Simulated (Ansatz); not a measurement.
## Cs2Pt (P6₃/mmc, No. 194; start mp-13548): smallest direct gap on the k points sampled by level of theory

No measured value is used here.

Task: Put these levels in order of the smallest direct gap on the k points sampled that they give for Cs2Pt (P6₃/mmc, No. 194; start mp-13548), smallest first: HSE06+SOC (Ansatz, an electronic-structure program), LDA (Ansatz), PBE0 (Ansatz), r²SCAN+SOC (Ansatz), r²SCAN0 (Ansatz).

Result: r²SCAN+SOC (1.60 eV), LDA (1.86 eV), HSE06+SOC (2.22 eV), PBE0 (3.27 eV), r²SCAN0 (3.51 eV)

Computed values are for a static lattice. Levels without +SOC have no spin–orbit coupling; where heavier elements are present it shifts gaps, mostly down, and can invert bands.  Values are at the PBEsol cell. Cutoffs and k meshes differ between the levels. Ansatz's density-functional and Hartree–Fock values are scalar-relativistic unless marked +SOC, with PAW data made under PBE.

A start named mp-… is a Materials Project structure, which can be a computed phase never made.
